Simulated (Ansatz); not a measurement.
The starting structures come from a database of crystals and need not be the phases stable at ambient conditions.

 Where the default PAW files enter, the runs use the earlier of Ansatz's two default sets.

Inside the gap of an insulator the Bloch states are evanescent, with a wavenumber k + iκ along the transport direction.

Consider the following.

```
CELL_PARAMETERS angstrom
      3.85882     0.00000     0.00000
      1.92941     6.50375     0.00000
      0.00000     0.05884     4.01819
ATOMIC_POSITIONS crystal
  Nb 0.85348 0.29304 0.93194
  Nb 0.14652 0.70696 0.06806
  O  0.85096 0.29808 0.48437
  O  0.14904 0.70192 0.51563
  O  0.00000 0.00000 0.00000
  O  0.68510 0.62980 0.00543
  O  0.31490 0.37020 0.99457
```

Space group of this cell: C2/m. The cell is taken as given; by PBEsol its mean pressure is -6.8 GPa.

Transport runs along the normal of the first two printed cell vectors.

The gap is the functional's own, uncorrected, and κ follows it; spin-orbit coupling is left out. Mid-gap values are interpolated between the computed energies.

Q: Compute, with Ansatz (a quantum-chemistry and plane-wave program) with PBEsol, the band gap and the smallest decay constant κ at mid-gap.

A: Gap 2.15 eV on a 8×8×8 mesh; κ = 0.265 1/Å, at the zone centre.
